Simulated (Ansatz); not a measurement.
```xyz
4
Lattice="3.8344 0.0000 0.0000 0.0000 3.8344 0.0000 0.0000 0.0000 4.7536" Properties=species:S:1:pos:R:3 pbc="T T T"
Sn     0.0000     1.9172     1.1593
Sn     1.9172     0.0000     3.5943
O      1.9172     1.9172     0.0000
O      0.0000     0.0000     0.0000
```

Computed with PBE+D3BJ, rigid bands (plane waves, PAW, scalar-relativistic; Ansatz, a quantum-chemistry and plane-wave program). Condition of this run: functional PBE, cell relaxed with it. Cell: cell and atoms relaxed with PBE+d3bj.

Problem. Is this a good metal at this level?

Solution. No. No gap shows, but r2SCAN opens one on the same cell, so the missing gap may be the functional's error (that test had no spin-orbit coupling). N(E_F) = 0.114 states/eV a cell at 300 K and the Drude plasma energy along the best axis is 0.47 eV, several times under that of a simple or noble metal.

Spin-orbit coupling is left out; it can open or close a small gap.
